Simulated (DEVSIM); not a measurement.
Device: Pt/SiO2/p-Si capacitor, at 250 K.

| layer (left to right) | material | thickness (nm) | Na (cm⁻³) |
|---|---|---|---|
| 1 | SiO2 | 4.20 | - |
| 2 | Si | 820 | 4.9e17 |

Metal gate on the left, work function 5.6 eV. Fixed charge at the semiconductor interface -2e11 cm⁻² (in units of +e); no interface traps.

The device is made up for the run: typed textbook-type constants, with dimensions and the other settings drawn at random. Values at 300 K; Nc and Nv go as T^1.5, mobilities as T to minus their exponent, the gap by Varshni's rule with the affinity fixed.

| parameter | SiO2 | Si |
|---|---|---|
| gap (eV) | 9 | 1.124 |
| affinity (eV) | 0.9 | 4.05 |
| permittivity | 3.9 | 11.7 |
| Nc (cm⁻³) | - | 2.86e19 |
| Nv (cm⁻³) | - | 3.1e19 |
| Varshni α (eV/K) | - | 0.000473 |
| Varshni β (K) | - | 636 |

Model (solved in DEVSIM): 1D Poisson equation in equilibrium, Boltzmann statistics, complete ionisation; no quantum confinement or tunnelling. Metal contacts follow the ideal Schottky-Mott rule: no Fermi-level pinning, no interface dipoles.

Question: Tabulate band edges, carrier densities and field at 1.4 V on the gate.

Answer: Energies count from the Fermi level of the right contact; mesh points crowd at the junctions.

```
x (μm)     Ec (eV)  Ev (eV)  n (cm⁻³)  p (cm⁻³)  field (V/cm)
---------  -------  -------  --------  --------  ------------
0.000        3.300   -5.700     < 1e2     < 1e2        920000
0.0008701    3.380   -5.620     < 1e2     < 1e2        920000
0.001951     3.479   -5.521     < 1e2     < 1e2        920000
0.003106     3.584   -5.415     < 1e2     < 1e2        920000
0.004240     0.536   -0.600     3.5e8     1.8e7        270000
0.005248     0.563   -0.573     9.8e7     6.6e7        270000
0.007240     0.614   -0.522   8900000     7.2e8        250000
0.01282      0.743   -0.393     23000    2.8e11        210000
0.02102      0.889   -0.247     < 1e2    2.4e14        150000
0.03722      1.031   -0.105     < 1e2    1.8e17         35000
0.06585      1.052   -0.084     < 1e2    4.9e17           230
0.1493       1.053   -0.083     < 1e2    4.9e17           ≈ 0
0.2810       1.053   -0.083     < 1e2    4.9e17           ≈ 0
0.5008       1.053   -0.083     < 1e2    4.9e17           ≈ 0
0.6812       1.053   -0.083     < 1e2    4.9e17           ≈ 0
0.7495       1.053   -0.083     < 1e2    4.9e17           ≈ 0
0.7855       1.053   -0.083     < 1e2    4.9e17           ≈ 0
0.8036       1.053   -0.083     < 1e2    4.9e17           ≈ 0
0.8160       1.053   -0.083     < 1e2    4.9e17           ≈ 0
0.8205       1.053   -0.083     < 1e2    4.9e17           ≈ 0
0.8227       1.053   -0.083     < 1e2    4.9e17           ≈ 0
0.8242       1.053   -0.083     < 1e2    4.9e17           ≈ 0
```
